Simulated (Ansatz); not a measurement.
## CsSnI3: isotropic strain +3.00 %

Start from CsSnI$_{3}$ in the cubic perovskite structure (space group Pm-3m, No. 221; a = 6.0305 Å).

It is then changed as follows: the cell is scaled by 1.0300 in all directions; the atoms relax in the strained cell.

Calculations: plane-wave PAW DFT at the LDA level (Ansatz, a first-principles code, 420 eV), spin-orbit coupling left out. Γ-centred 8×8×8 mesh, Fermi–Dirac width 0.05 eV.

| quantity | base | changed | shift |
|---|---|---|---|
| volume per atom | 43.86 Å³ | 47.93 Å³ | +4.07 Å³ |
| space group | Pm-3m (No. 221) | Pm-3m (No. 221) | – |
| energy relative to the base (free energy F) | 0 meV/atom | +21 meV/atom | +21 meV/atom |
| pressure | 0.0 GPa | -1.5 GPa | -1.5 GPa |
| band gap | zero | 0.31 eV | – |
| electron mass (degenerate bands, along [100]) | – | 0.027, 0.67, 0.67 mₑ (at R) | – |
| hole mass | – | 0.034 mₑ (at R) | – |

With I present, leaving out spin-orbit coupling can change the band edges. Effective masses come from finite differences of ±0.01 Å⁻¹. Whether these cells are dynamically stable was not tested. The final runs are not spin-polarised. Many cubic perovskites are stable only at high temperature; tilts and polar distortions were not tested. A zero or small gap of CsSnI3 can be the functional's error rather than a property of the material.
